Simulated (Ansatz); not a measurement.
A working Ansatz (a first-principles code) input for a sheet of SnSe2 (3 atoms in the cell) (DFT, PBE, plane waves, default PAW files):

Ansatz 0.2 input:
```yaml
# SnSe2
crystal:
  lattice:
    - [3.81246300, 0.00000000, 0.00000000]
    - [-1.90623100, 3.30169000, 0.00000000]
    - [0.00000000, 0.00000000, 17.09973600]
  atoms:
    - { symbol: Sn, position: [0.00000000, 0.00000000, 0.50000000] }
    - { symbol: Se, position: [0.33333300, 0.66666700, 0.59063700] }
    - { symbol: Se, position: [0.66666700, 0.33333300, 0.40936300] }
basis:
  ecutwfc: 420.0 eV
kpoints:
  mp_grid: { grid: [7, 7, 1] }
hamiltonian:
  xc: pbe
  pseudopotentials: { kind: paw }
scf:
  occupations: { method: gaussian, width: 0.2 eV }
output:
  forces: true
  eigenvalues: true
  stress: true
```

The run converged in 7 iterations: free energy E − TS (on the zero of these files) -16963.3296 eV; gap on the k-point mesh 1.00 eV; pressure averaged over the cell with its vacuum 1.35 GPa; largest force (vector length) 0.626 eV/Å. Each of these slips is then made, one at a time:

(1)
```diff
-    - [3.81246300, 0.00000000, 0.00000000]
-    - [-1.90623100, 3.30169000, 0.00000000]
-    - [0.00000000, 0.00000000, 17.09973600]
+    - [2.01746900, 0.00000000, 0.00000000]
+    - [-1.00873400, 1.74717900, 0.00000000]
+    - [0.00000000, 0.00000000, 9.04879100]
```

(2)
```diff
+  convergence: { dr2_threshold: 1.0e-02 eV }
```

### Question
Predict the outcome of each change.

### Answer

(1) Cell lengths in the wrong unit (bohr against Å). The run converged in 15 iterations without an error; against the sound input the free energy goes up by 96.5 eV/atom, the largest force goes from 0.626 to 265.1 eV/Å and no clean gap remains on the mesh (levels overlap or are partly filled), against 1.00 eV before.

(2) A convergence threshold that is too loose. The run converged in 6 iterations, and against the sound input the free energy is nearly the same (within 1 meV/atom), the largest force stays at 0.626 eV/Å and the gap on the mesh stays at 1.004 eV. The full log also holds (shortened here): “iter 2 did not close the SCF: its close was put off for the readings that it lacked (scf_convergence_deferred on its scf_iter line)” and “iter 3 did not close the SCF: its close was put off for the readings that it lacked (scf_convergence_deferred on its scf_iter line)”.

The starting cell was generated: these elements placed on a structure prototype, without a prior relaxation; it need not be a known phase or ordering of this composition.

Left out of this page: 4 runs of the series outside the window shown, repeating another row's setting, or not comparable.
